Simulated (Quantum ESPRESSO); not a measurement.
Input and output of a self-consistent single point for CaCd2Au4 (I4/mmm, 7 atoms in the cell) (Quantum ESPRESSO).

Method of the run: LDA (PZ), GBRV 1.5 ultrasoft (LDA) pseudopotentials (plane waves; Quantum ESPRESSO).

```
Ca(CdAu2)2
1.0
    3.55592    -3.55592     2.75291
    3.55592     3.55592     2.75291
   -3.55592    -3.55592     2.75291
Ca Cd Au
1 2 4
Cartesian
  0.00000   0.00000   0.00000
  0.00000   3.55592   1.37645
 -3.55592   0.00000   1.37645
 -2.15951   2.15951   0.00000
 -1.39641   1.39641   2.75291
  1.39641   1.39641   2.75291
 -1.39641  -1.39641   2.75291
```

Reference input (self-consistent single point, DFT, LDA (PZ), plane waves, GBRV 1.5 ultrasoft (LDA) pseudopotentials): ecutwfc = 40 Ry; ecutrho = 320 Ry; occupations = smearing; smearing = gaussian; degauss = 0.0073499 Ry; potentials = {Ca: ca_lda_v1.uspp.F.UPF, Cd: cd_lda_v1.uspp.F.UPF, Au: au_lda_v1.uspp.F.UPF}; K_POINTS = automatic 5 5 5 0 0 0; conv_thr = 1e-10 Ry; mixing_beta = 0.5. This run's input differs from it in these lines:

```diff
@@ -37,3 +37,3 @@
 K_POINTS {automatic}
-5 5 5  0 0 0
+4 4 4  0 0 0
```

Output, abridged:

```
     Self-consistent Calculation

     iteration #  1     ecut=    40.00 Ry     beta= 0.50

     negative rho (up, down):  3.949E-02 0.000E+00

     total energy              =    -763.26717342 Ry
     estimated scf accuracy    <       1.35123580 Ry

     iteration #  2     ecut=    40.00 Ry     beta= 0.50

     negative rho (up, down):  3.920E-02 0.000E+00

     total energy              =    -763.77076673 Ry
     estimated scf accuracy    <       0.59053634 Ry

     iteration #  3     ecut=    40.00 Ry     beta= 0.50

     negative rho (up, down):  3.949E-02 0.000E+00

     total energy              =    -763.84395648 Ry
     estimated scf accuracy    <       0.01828719 Ry

   [... 8 blocks of this kind left out ...]

     iteration # 12     ecut=    40.00 Ry     beta= 0.50

     negative rho (up, down):  3.990E-02 0.000E+00

     total energy              =    -763.85345394 Ry
     estimated scf accuracy    <          1.9E-10 Ry

     iteration # 13     ecut=    40.00 Ry     beta= 0.50

     negative rho (up, down):  3.990E-02 0.000E+00
     End of self-consistent calculation

     the Fermi energy is    12.4815 ev

!    total energy              =    -763.85345394 Ry
     estimated scf accuracy    <          3.4E-12 Ry
     smearing contrib. (-TS)   =      -0.00048705 Ry
     internal energy E=F+TS    =    -763.85296690 Ry

     convergence has been achieved in  13 iterations

     negative rho (up, down):  3.990E-02 0.000E+00

     Forces acting on atoms (cartesian axes, Ry/au):

     atom    1 type  1   force =     0.00000000    0.00000000    0.00000000
     atom    2 type  2   force =     0.00000000    0.00000000   -0.00000000
     atom    3 type  2   force =     0.00000000    0.00000000   -0.00000000
     atom    4 type  3   force =    -0.00047404    0.00047404   -0.00000000
     atom    5 type  3   force =     0.00047404   -0.00047404    0.00000000
   [... lines left out ...]
     Total force =     0.001341     Total SCF correction =     0.000007
   [... lines left out ...]

     negative rho (up, down):  3.990E-02 0.000E+00
          total   stress  (Ry/bohr**3)                   (kbar)     P=      -44.78
  -0.00029133   0.00000000  -0.00000000          -42.86        0.00       -0.00
   0.00000000  -0.00029133   0.00000000            0.00      -42.86        0.00
  -0.00000000  -0.00000000  -0.00033053           -0.00       -0.00      -48.62

   JOB DONE.
```

The run converged in 13 iterations. Against the reference run the free energy falls by 4.9 meV/atom, the pressure moves little (-4.53 to -4.48 GPa) and the largest force goes from 0.001 to 0.017 eV/Å.

The starting cell comes from a database of computed structures (which also holds hypothetical and non-ambient phases and stackings), without a prior relaxation at this level. Its lattice was rescaled by a random factor within 2.5 % of one. With a pressure of about -4 GPa the cell is away from its equilibrium volume at this level.

Cost on one core of a shared machine: roughly 70 s.
